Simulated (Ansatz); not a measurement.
The reference is CdTe in the wurtzite structure (space group P6_3mc, No. 186; a = 4.583 Å, c = 7.516 Å; a cell from a computed database, its experimental status unchecked). Axes: x lies along a and z along c of the hexagonal cell.

Modification: strain tensor (xx, yy, zz, yz, xz, xy) = (−0.40, +0.13, −1.00, −0.20, −0.92, +0.47) %; the atoms relax in the strained cell.

Levels (all Ansatz, an electronic-structure program, PAW): PBEsol (420 eV, no SOC); r2SCAN (500 eV, spin-orbit coupling left out); HSE06 (420 eV, without spin-orbit coupling).

At the geometry relaxed with PBEsol, these levels gave the following band gaps, in shuffled order: (a) 0.71 eV, (b) 1.35 eV, (c) 1.69 eV.

Match each gap to its level.

(a) PBEsol; (b) r2SCAN; (c) HSE06.

Single points use the geometry relaxed with PBEsol. Spin-orbit coupling, missing from the scalar runs, can matter with Te. Stability against distortions was not tested. The base started in Cmc2_1 and relaxed to P6_3mc at this level. This is not the structure that CdTe has at room temperature and ambient pressure.
